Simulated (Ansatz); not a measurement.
Base system: MgO in the rock salt structure (space group Fm-3m, No. 225; a = 4.214 Å).

All numbers come from PBEsol in Ansatz (plane waves to 420 eV, PAW, no SOC).

Before the change:

| Quantity | Value |
|---|---|
| Lattice parameter a | 7.964 bohr |

Modification: every Mg is replaced by Ba; the structure is relaxed again.

Tabulated Pauling electronegativity and covalent radius: Mg 1.31, 1.41 Å; Ba 0.89, 2.15 Å.

What happens to the lattice parameter a?

The lattice parameter a rises by 2.4106 bohr (7.964 bohr → 10.374 bohr).

No phonon test of stability was made.

Ansatz is a quantum-chemistry and plane-wave program.
